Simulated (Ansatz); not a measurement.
# Several settings converged on Zn6Mo (I4mm, 7 atoms in the cell)

```xyz
7
Lattice="0.0000 3.8252 3.8252 3.8252 0.0000 3.8252 3.8252 3.8252 0.0000" Properties=species:S:1:pos:R:3 pbc="T T T"
Zn     1.9126     1.9126     3.8252
Zn     1.9126     1.9126     0.0000
Zn     3.8252     1.9126     1.9126
Zn     0.0000     1.9126     1.9126
Zn     1.9126     3.8252     1.9126
Zn     1.9126     0.0000     1.9126
Mo     0.0000     0.0000     0.0500
```

Base method: LDA (PW92), default PAW files made with PBE (plane waves; Ansatz, an electronic-structure program).

Base settings: basis.ecutwfc = 420 eV; kpoints.mp_grid.grid = 6 6 6; hamiltonian.xc = lda; hamiltonian.pseudopotentials = {kind: paw} (the program's default PAW files); scf.occupations.method = fermi_dirac; scf.occupations.width = 0.1 eV.

The count of work is k-points × plane waves × bands × iterations; it is no time. Core times come from one kind of shared machine, to one figure; runs under 30 s give none.

**The k-point mesh**

The second cell is the first with its lattice scaled by 0.98.

Only quantities that move along the ladder and can be compared are tabulated.

```tsv
kpoints.mp_grid.grid	free energy less the last step's (meV/atom)	energy of the compressed cell less the first (meV/atom)	pressure (GPa)	largest difference of a force vector from the last step's (eV/Å)	count of work / last	core time / last (rough)
2 2 2	-20.61	-20.22	-6.33	0.032	0.020	–
4 4 4	-7.66	-23.04	-6.87	0.005	0.052	–
6 6 6	-1.21	-21.32	-6.61	0.003	0.12	–
7 7 7	0.09	-21.17	-6.58	0.002	0.14	–
9 9 9	0.53	-21.35	-6.60	0.000	0.26	0.3
11 11 11	0.03	-21.55	-6.63	0.001	0.44	0.5
13 13 13	-0.09	-21.50	-6.63	0.000	0.68	0.7
15 15 15	0.00	-21.46	-6.62	0.000	1.0	1
```

Coarsest kpoints.mp_grid.grid that holds the free energy within 5 meV/atom of the last step, with all finer ones: 6 6 6, at 0.12 of the last step's count of work; the step before is off by 7.7 meV/atom.

Coarsest kpoints.mp_grid.grid that holds the pressure within 0.05 GPa of the last step, with all finer ones: 6 6 6, at 0.12 of the last step's count of work; the step before is off by 0.24 GPa.

Coarsest kpoints.mp_grid.grid that holds the energy of the compressed cell less the first within 0.2 meV/atom of the last step, with all finer ones: 9 9 9, at 0.26 of the last step's count of work and about 0.3 of the last step's time; the step before is off by 0.28 meV/atom.

The energy difference between the two cells stays within 1 meV/atom of the last step's from 6 6 6 on, the total only from 7 7 7 on: much of the error is common to both cells and cancels.

**The k-point mesh at a smearing width of 0.3 eV**

In this ladder: scf.occupations.width = 0.3 eV.

Only quantities that move along the ladder and can be compared are tabulated.

| kpoints.mp_grid.grid | free energy less the last step's (meV/atom) | pressure (GPa) | largest difference of a force vector from the last step's (eV/Å) | count of work / last |
|---|---|---|---|---|
| 3 3 3 | -21.94 | -6.88 | 0.008 | 0.013 |
| 4 4 4 | -2.85 | -6.60 | 0.002 | 0.027 |
| 5 5 5 | 0.77 | -6.46 | 0.001 | 0.037 |
| 6 6 6 | 0.60 | -6.45 | 0.000 | 0.062 |
| 7 7 7 | 0.16 | -6.47 | 0.000 | 0.083 |
| 15 15 15 | 0.00 | -6.48 | 0.000 | 0.60 |
| 18 18 18 | 0.00 | -6.48 | 0.000 | 1.0 |

Coarsest kpoints.mp_grid.grid that holds the forces within 0.005 eV/Å of the last step, with all finer ones: 4 4 4, at 0.027 of the last step's count of work; the step before is off by 0.008 eV/Å.

Coarsest kpoints.mp_grid.grid that holds the free energy within 1 meV/atom of the last step, with all finer ones: 5 5 5, at 0.037 of the last step's count of work; the step before is off by 2.9 meV/atom.

Coarsest kpoints.mp_grid.grid that holds the pressure within 0.1 GPa of the last step, with all finer ones: 5 5 5, at 0.037 of the last step's count of work; the step before is off by 0.11 GPa.

**The width of cold smearing**

In this ladder: kpoints.mp_grid.grid = 10 10 10; scf.occupations.method = cold.

Narrow widths need finer meshes than wide ones, so the last steps can hold mesh noise.

Only quantities that move along the ladder and can be compared are tabulated; pressure and forces are left out, as mesh noise rules them at narrow widths.

```tsv
scf.occupations.width	free energy less the last step's (meV/atom)
0.5 eV	14.90
0.3 eV	5.82
0.2 eV	2.40
0.1 eV	0.00
```

State of the free energy at the end of the ladder: still drifting one way, by 5.8 meV/atom over the last two steps, so the last step is no safe reference.

On the base run: the starting cell comes from a database of computed structures (which also holds hypothetical and non-ambient phases and stackings), without a prior relaxation at this level. Its lattice was rescaled by up to half a per cent. One atom was moved a little off its site on purpose. Spin polarisation is off. In the base run, with a pressure of about -7 GPa the cell is away from its equilibrium volume at this level. Ansatz's pressure includes its estimate of the finite-basis (Pulay) stress.

Left out of this page: 2 runs of the series outside the window shown, repeating another row's setting, or not comparable; 1 run of the series unsound by tests on forces, stress, charge or solver warnings.

Keys are those of Ansatz 0.2.
